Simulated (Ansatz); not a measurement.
Reference: LaAl₂ (Fd-3m), PBEsol, DFPT electron-phonon coupling, linearised Boltzmann equation (plane waves, PAW, scalar-relativistic; Ansatz, a quantum-chemistry and plane-wave program); geometry: relaxed with this functional, without spin-orbit coupling.

```cif
data_Al16La8
_chemical_formula_sum 'La8 Al16'
_space_group_name_H-M_alt 'Fd-3m :1'
_space_group_IT_number 227
_space_group_name_Hall 'F 4d 2 3 -1d'
_cell_length_a 8.06051
_cell_length_b 8.06051
_cell_length_c 8.06051
_cell_angle_alpha 90.000
_cell_angle_beta 90.000
_cell_angle_gamma 90.000
loop_
_atom_site_label
_atom_site_type_symbol
_atom_site_symmetry_multiplicity
_atom_site_Wyckoff_symbol
_atom_site_fract_x
_atom_site_fract_y
_atom_site_fract_z
_atom_site_occupancy
La1 La 8 b 0.50000 0.50000 0.50000 1
Al1 Al 16 c 0.12500 0.12500 0.12500 1
```
(The calculation used a cell of 6 atoms; values per cell refer to that cell.)

The resistivity at 300 K comes out as 48 μΩ·cm.

Problem. Swap La for Sc, keeping the structure type. How do these values move?

Solution. ScAl$_{2}$ (Fd-3m): volume per atom 21.8 to 17.8 Å³; resistivity at 300 K falls (48 μΩ·cm to 18.6 μΩ·cm).

Problem. Swap La for Y, keeping the structure type. How do these values move?

Solution. YAl₂ (Fd-3m): volume per atom 21.8 to 19.8 Å³; resistivity at 300 K falls (48 μΩ·cm to 34 μΩ·cm).

Problem. Swap La for Lu, keeping the structure type. How do these values move?

Solution. LuAl2 (Fd-3m): volume per atom 21.8 to 18.8 Å³; resistivity at 300 K falls (48 μΩ·cm to 24 μΩ·cm).

Moves up to 11 % count as about the same. Metals; harmonic phonons alone scatter; means over directions. Halving the electron mesh moves these values by up to 8 %; q meshes are mostly untested. Some of the runs warned that the eigensolver left states short of its tolerance. Spin-orbit coupling is left out.

Computed structure with no diffraction record at hand here (it may be known, metastable or hypothetical): LaAl2 (Fd-3m), LuAl2 (Fd-3m), ScAl2 (Fd-3m). The missing spin-orbit coupling matters most for LuAl2 (Fd-3m).
